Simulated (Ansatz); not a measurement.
Start from Li in the bcc (W type) structure (space group Im-3m, No. 229; relaxed with 0.1 eV smearing).

```xyz
1
Lattice="-1.7171 1.7171 1.7171 1.7171 -1.7171 1.7171 1.7171 1.7171 -1.7171" Properties=species:S:1:pos:R:3 pbc="T T T"
Li     0.0000     0.0000     0.0000
```

Method: PBEsol/PAW in Ansatz (a quantum-chemistry and plane-wave program), no spin-orbit coupling.

Strains are applied to the cell and any free atomic positions relax.

One change was made to it. Results:

| quantity | base | after |
|---|---|---|
| energy relative to the base (free energy F) | 0 meV/atom | +3.3 meV/atom |
| pressure | 0.0 GPa | 0.9 GPa |

Q: Which change produced these results?
(A) isotropic strain +1.50 %
(B) isotropic strain −3.00 %
(C) isotropic strain −2.00 %

A: C, isotropic strain −2.00 %. For comparison, the energy relative to the base in the other runs: isotropic strain −3.00 % gives +7.6 meV/atom; isotropic strain +1.50 % gives +1.7 meV/atom.

Stability against distortions was not tested.
